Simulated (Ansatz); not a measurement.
CaTiO3 (Pnma, No. 62) was calculated with rVV10 in Ansatz (PAW).

Run with plane-wave cutoff 520 eV, 6×6×6 k mesh, Fermi–Dirac smearing 0.01 eV, no spin polarisation, scalar-relativistic PAW data made under PBE.

Shape and atoms are relaxed at each volume.

The direct gap at Γ against volume; x = 100 ln(V/11.449 Å³). One gap is withheld.

```csv
V (Å³/atom),x,gap (eV)
10.991,-4.08,?
11.220,-2.02,2.412
11.449,0.00,2.376
11.678,1.98,2.339
11.907,3.92,2.303
```

Problem. Fit a straight line to the rows shown, give the volume deformation potential and predict the withheld gap.

Solution. Means of the 4 rows: x̄ = 0.970, ȳ = 2.3575 eV. Σ(x − x̄)(y − ȳ) = -0.3604 and Σ(x − x̄)² = 19.604, so the slope is -0.0184 eV per unit of x, and dE_g/d ln V = -1.8 eV. At x = -4.08: 2.3575 + (-0.0184) × (-4.08 − (0.970)) = 2.450 eV. The run gives 2.448 eV, 0.002 eV below the line.

Note: the relaxation could not lower the start's symmetry, so the cell can be a saddle point above a distorted one; the bulk modulus comes from volumes at which shape and atoms were relaxed.

Ansatz is an electronic-structure program.
